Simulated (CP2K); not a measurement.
A self-consistent single point of NiO2 (R-3m, 3 atoms in the cell) with CP2K.

Computed with PBEsol, GPW, DZVP-MOLOPT-SR-GTH basis, GTH-PBE potentials (GTH_POTENTIALS) (CP2K).

The change in words: lattice scaled by 0.98. Reference geometry:
```xyz
3
Lattice="4.9432 0.0000 0.0000 4.1864 2.6286 0.0000 4.1864 1.2053 2.3359" Properties=species:S:1:pos:R:3 pbc="T T T"
Ni     0.0000     0.0000     0.0000
O      9.7479     2.8066     1.7100
O      3.5682     1.0274     0.6259
```

Reference input (self-consistent single point, DFT PBEsol, GPW, DZVP-MOLOPT-SR-GTH basis, GTH-PBE potentials (GTH_POTENTIALS)): CUTOFF = 600 Ry; REL_CUTOFF = 60 Ry; KPOINTS/SCHEME = MONKHORST-PACK 14 14 14; GAMMA_CENTERED = T; XC_FUNCTIONAL = PBE:PBESOL; Ni/BASIS_SET = DZVP-MOLOPT-SR-GTH-q18; Ni/POTENTIAL = GTH-PBE-q18; O/BASIS_SET = DZVP-MOLOPT-SR-GTH-q6; O/POTENTIAL = GTH-PBE-q6; METHOD = GPW; EPS_DEFAULT = 1e-11; NGRIDS = 5. This run's input differs from it in these lines:

```diff
@@ -63,4 +63,4 @@
     &CELL
-      ABC 4.94324900 4.94324847 4.94324922
-      ALPHA_BETA_GAMMA 32.12394178 32.12393641 32.12394447
+      ABC 4.84438400 4.84438396 4.84438387
+      ALPHA_BETA_GAMMA 32.12393795 32.12393527 32.12393694
       PERIODIC XYZ
```

Output, abridged:

```
 SCF WAVEFUNCTION OPTIMIZATION

  Step     Update method      Time    Convergence         Total energy    Change
     1 NoMix/Diag. 0.40E+00      -     1.70303609      -201.6487249708 -2.02E+02
     2 Broy./Diag. 0.40E+00      -     0.25873933      -201.1111462024  5.38E-01
     3 Broy./Diag. 0.40E+00      -     0.09454762      -198.9427145252  2.17E+00
     4 Broy./Diag. 0.40E+00      -     0.04805562      -201.0906162307 -2.15E+00
     5 Broy./Diag. 0.40E+00      -     0.00407610      -201.0739086793  1.67E-02
     6 Broy./Diag. 0.40E+00      -     0.00275342      -201.0251160212  4.88E-02
   [... 6 lines left out ...]
    13 Broy./Diag. 0.40E+00      -     0.00001259      -200.9881397771  5.19E-05
    14 Broy./Diag. 0.40E+00      -     0.00000780      -200.9880876503  5.21E-05
    15 Broy./Diag. 0.40E+00      -     0.00000145      -200.9880686363  1.90E-05
    16 Broy./Diag. 0.40E+00      -     0.00000061      -200.9880716015 -2.97E-06
  *** SCF run converged in    16 steps ***

  Overlap energy of the core charge distribution:               0.00000000000044
  Self energy of the core charge distribution:               -344.19159282867361
  Core Hamiltonian energy:                                     96.52768557759971
  Hartree energy:                                              70.28188342595638
  Exchange-correlation energy:                                -23.60604777641164

  Total energy:                                              -200.98807160152870

                     Mulliken Population Analysis

 #  Atom  Element  Kind  Atomic population                           Net charge
       1     Ni       1         17.937319                              0.062681
       2     O        2          6.031340                             -0.031340
   [... lines left out ...]

 STRESS| Analytical stress tensor [bar]
 STRESS|                        x                   y                   z
 STRESS|      x        2.42331766177E+05  -3.82949116315E+04  -2.33322846884E+04
 STRESS|      y       -3.82949116315E+04   3.64312919649E+05  -6.71760493555E+03
 STRESS|      z       -2.33322846884E+04  -6.71760493555E+03   3.71245921151E+05
 STRESS| 1/3 Trace                                             3.25963535659E+05
```

The run converged in 16 iterations. Against the reference run the free energy rises by 87.5 meV/atom, the pressure goes from 15.12 to 32.60 GPa, the largest force goes from 1.147 to 2.211 eV/Å and the gap on the mesh goes from 1.029 to 1.101 eV.

The starting cell comes from a database of computed structures (which also holds hypothetical and non-ambient phases and stackings), without a prior relaxation at this level. Its lattice was rescaled by a random factor within 2.5 % of one. For this run, on top of that: lattice scaled by 0.98. Values carry the incompleteness of an atom-centred basis. The potentials were made for another functional than the one used. With a pressure of about 33 GPa the cell is away from its equilibrium volume at this level. Forces in this geometry exceed 1 eV/Å.

Cost on one core of a shared machine: roughly 9 min.
